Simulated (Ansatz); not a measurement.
TlMnCl₃ (Pm-3m, No. 221, 5 atoms in the cell; start mp-570290) was calculated with PBEsol in Ansatz (plane waves, PAW).

Numerical settings: plane-wave cutoff 500 eV, 8×8×8 k mesh, Fermi–Dirac smearing 0.05 eV, spin-polarised start, scalar-relativistic PAW data made under PBE.

Cell (relaxed at this level):

```cif
data_Cl3MnTl
_chemical_formula_sum 'Mn1 Tl1 Cl3'
_space_group_name_H-M_alt 'P 1'
_space_group_IT_number 1
_cell_length_a 4.94775
_cell_length_b 4.94775
_cell_length_c 4.94775
_cell_angle_alpha 90.000
_cell_angle_beta 90.000
_cell_angle_gamma 90.000
loop_
_space_group_symop_operation_xyz
  'x, y, z'
loop_
_atom_site_label
_atom_site_type_symbol
_atom_site_fract_x
_atom_site_fract_y
_atom_site_fract_z
_atom_site_occupancy
Mn1 Mn 0.50000 0.50000 0.50000 1
Tl1 Tl 0.00000 0.00000 0.00000 1
Cl1 Cl 0.00000 0.50000 0.50000 1
Cl2 Cl 0.50000 0.00000 0.50000 1
Cl3 Cl 0.50000 0.50000 0.00000 1
```

Q: Estimate the band gap that the calculation returns.

A: 
band gap: 0.67 eV (on the SCF k mesh)

Note: the magnetic order was assumed, not searched for or taken from measurement; the relaxation could not lower the start's symmetry, so the cell can be a saddle point above a distorted one.

Spin–orbit coupling is not included; with these elements it can move the gap by several tenths of an eV or more.

Static lattice: no zero-point or thermal effects.

The result took about 2.6 core-minutes (a rough figure).

A start named mp-… is a Materials Project structure, which need not be a measured phase.

Ansatz is a first-principles code.
